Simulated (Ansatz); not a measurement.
**Effect of pressure 0.9 GPa on HfN**

Consider HfN in the rock salt structure (space group Fm-3m, No. 225; a = 4.525 Å).

The change: a hydrostatic pressure of 0.9 GPa.

Calculations: DFT with r2SCAN, PAW potentials and a 500 eV plane-wave cutoff in Ansatz (a first-principles code), without spin-orbit coupling. Γ-centred 18×18×18 mesh, Fermi–Dirac width 0.05 eV.

The volume per atom falls by 0.04 Å³ to 11.55 Å³ and the lattice parameter a falls by 0.0048 Å, from 4.525 Å to 4.521 Å. The shortest interatomic distance drops by 0.0024 Å to 2.260 Å and the band gap is still zero.

Final structure:

```xyz
2
Lattice="0.0000 2.2603 2.2603 2.2603 0.0000 2.2603 2.2603 2.2603 0.0000" Properties=species:S:1:pos:R:3 pbc="T T T"
Hf     0.0000     0.0000     0.0000
N      2.2603     2.2603     2.2603
```

Cost of the whole job for the changed cell (relaxation, final SCF and bands): roughly 60 core-seconds.

Load acts through the strain it causes; cell and atoms are relaxed under it. No phonon test of stability was made. All final runs are without spin polarisation. An odd electron count without spin: HfN.
